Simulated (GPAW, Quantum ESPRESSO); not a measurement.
A Quantum ESPRESSO input for a self-consistent single point of MnS (Fm-3m, 2 atoms in the cell) (DFT, PBE, plane waves, SSSP 1.1.2 efficiency (PBE) pseudopotentials):

```fortran
&control
  calculation = 'scf',
  prefix = 'MnS',
  outdir = './out',
  pseudo_dir = './',
  tprnfor = .true.,
  tstress = .true.,
/
&system
  ibrav = 0,
  nat = 2,
  ntyp = 2,
  ecutwfc = 50,
  ecutrho = 400,
  occupations = 'smearing',
  smearing = 'gaussian',
  degauss = 0.0147,
  nspin = 2,
  starting_magnetization(2) = 0.267,
/
&electrons
  conv_thr = 1.0d-9,
  mixing_beta = 0.4,
/
ATOMIC_SPECIES
S     32.0600  s_pbe_v1.4.uspp.F.UPF
Mn    54.9380  mn_pbe_v1.5.uspp.F.UPF
CELL_PARAMETERS angstrom
   0.000000000     2.480250000     2.480250000
   2.480250000     0.000000000     2.480250000
   2.480250000     2.480250000     0.000000000
ATOMIC_POSITIONS alat
S     0.000000000    0.000000000    0.000000000
Mn    0.707106781    0.707106781    0.707106781
K_POINTS automatic
9 9 9  0 0 0
```

Give the GPAW input for the same structure, mesh, smearing and functional.

One input that does it (others would too):

```python
from ase import Atoms
from ase.units import GPa
from gpaw import GPAW

atoms = Atoms(['S', 'Mn'],
              cell=[[0.000000, 2.480250, 2.480250],
                    [2.480250, 0.000000, 2.480250],
                    [2.480250, 2.480250, 0.000000]],
              positions=[[0.000000, 0.000000, 0.000000],
                         [2.480250, 2.480250, 2.480250]],
              pbc=True)

atoms.set_initial_magnetic_moments([0.0, 4.0])

calc = GPAW(spinpol=True,
            mode={'name': 'pw', 'ecut': 800},
            xc='PBE',
            kpts=(9, 9, 9),
            occupations={'name': 'methfessel-paxton', 'width': 0.2, 'order': 0},
            nbands=-10,
            convergence={'density': 1e-05, 'energy': 1e-05},
            symmetry={'symmorphic': False, 'tolerance': 0.0005},
            maxiter=100,
            txt='-')

atoms.calc = calc

energy = atoms.get_potential_energy()
print('Energy (eV):', round(energy, 6))
forces = atoms.get_forces()
print('Forces (eV/Ang):')
print(forces.round(5))
stress = atoms.get_stress()
print('Stress (GPa, Voigt):', (stress / GPa).round(4))
```

Basis settings and potentials, where a program has them, do not carry over. This input uses DFT PBE, plane waves, GPAW PAW datasets PBE (gpaw-data 1.0.1). Both were run: pressure 4.72 GPa in Quantum ESPRESSO and 4.44 in GPAW; size of the net moment 2.09 μB/atom in Quantum ESPRESSO and 2.05 in GPAW.

On GPAW: the starting cell was generated: these elements placed on a structure prototype, without a prior relaxation; it need not be a known phase or ordering of this composition. Its lattice was rescaled by a random factor within 2.5 % of one. With one magnetic atom in the cell only a parallel order is possible. With a pressure of about 4 GPa the cell is away from its equilibrium volume at this level.

On Quantum ESPRESSO: the starting cell was generated: these elements placed on a structure prototype, without a prior relaxation; it need not be a known phase or ordering of this composition. Its lattice was rescaled by a random factor within 2.5 % of one. With one magnetic atom in the cell only a parallel order is possible. With a pressure of about 5 GPa the cell is away from its equilibrium volume at this level.
